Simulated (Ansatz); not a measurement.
## Bi2O2Te (model structure, started from the La2SO2 type, P-3m1, No. 164, 5 atoms in the cell)

These are LDA (Ansatz, a first-principles code, plane waves, PAW) values and carry that method's errors.

Settings: plane-wave cutoff 520 eV, 12×12×6 k mesh (along the axes of the cell as run), Fermi–Dirac smearing 0.01 eV, scalar-relativistic PAW data made under PBE.

Cell (relaxed at this level):

```yaml
crystal:
  lattice:
    - [3.99976, 0.00000, 0.00000]
    - [-1.99988, 3.46389, 0.00000]
    - [0.00000, 0.00000, 7.28076]
  atoms:
    - { symbol: Bi, position: [0.66667, 0.33333, 0.79838] }
    - { symbol: Bi, position: [0.33333, 0.66667, 0.20162] }
    - { symbol: Te, position: [0.00000, 0.00000, 0.50000] }
    - { symbol: O, position: [0.66667, 0.33333, 0.11435] }
    - { symbol: O, position: [0.33333, 0.66667, 0.88565] }
```

```yaml
band_gap: 0.73 eV (on the SCF k mesh)
"Γ–Γ gap": 2.67 eV
bulk_modulus: 94.7 GPa
```

Note: the bulk modulus is −V dP/dV from two relaxed cells at ±2 % in volume; the relaxation could raise the start's symmetry but not lower it, so the cell can be a saddle point.

Spin–orbit coupling is not included; with these elements it can move the gap by several tenths of an eV or more.

A model structure was made by putting elements into a prototype or built by hand; it is no filed structure, need not be a known phase, and can be a saddle point held by its symmetry.
